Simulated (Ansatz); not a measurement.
# Ta2N in the anti-CdI2 type structure (space group P-3m1, No. 164)

```
CELL_PARAMETERS angstrom
      3.07492     0.00000     0.00000
     -1.53746     2.66296     0.00000
      0.00000     0.00000     4.85092
ATOMIC_POSITIONS crystal
  N  0.00000 0.00000 0.00000
  Ta 0.33333 0.66667 0.25616
  Ta 0.66667 0.33333 0.74384
```

All numbers come from Ansatz (a quantum-chemistry and plane-wave program), PBE-D3(BJ), PAW, cutoff 420 eV, no SOC. Γ-centred 17×17×10 mesh, Fermi–Dirac width 0.05 eV.

```yaml
volume_per_atom: 13.24 Å³
density: 15.71 g/cm³
band_gap: zero
total_energy: -6750.828 eV/atom (σ→0; compares only within this code and set-up)
```

No phonon test of stability was made. All final runs are without spin polarisation. An odd electron count without spin: Ta2N.
